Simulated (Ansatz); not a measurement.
## TiSi2 (model structure, started from the AlB2 type, P6/mmm, No. 191, 3 atoms in the cell)

Method: PBE in Ansatz (PAW).

Numerical settings: plane-wave cutoff 520 eV, 18×18×12 k mesh (along the axes of the cell as run), Fermi–Dirac smearing 0.05 eV, no spin polarisation, scalar-relativistic PAW data made under PBE.

Cell (relaxed at this level):

```
TiSi2
1.0
    4.37589     0.00000     0.00000
   -2.18795     3.78963     0.00000
    0.00000     0.00000     2.56248
Ti Si
1 2
Direct
  0.00000   0.00000   0.00000
  0.33333   0.66667   0.50000
  0.66667   0.33333   0.50000
```

```yaml
bulk modulus B0: 128 GPa
```

Note: the run has no spin polarisation, so it can have missed a magnetic state; the bulk modulus is −V dP/dV from two relaxed cells at ±2 % in volume; the relaxation could raise the start's symmetry but not lower it, so the cell can be a saddle point.

Cost on a shared machine: about 4 core-minutes (a rough figure).

A model structure was made by putting elements into a prototype or built by hand; it is no filed structure, need not be a known phase, and can be a saddle point held by its symmetry.

Ansatz is a program for electronic structure.
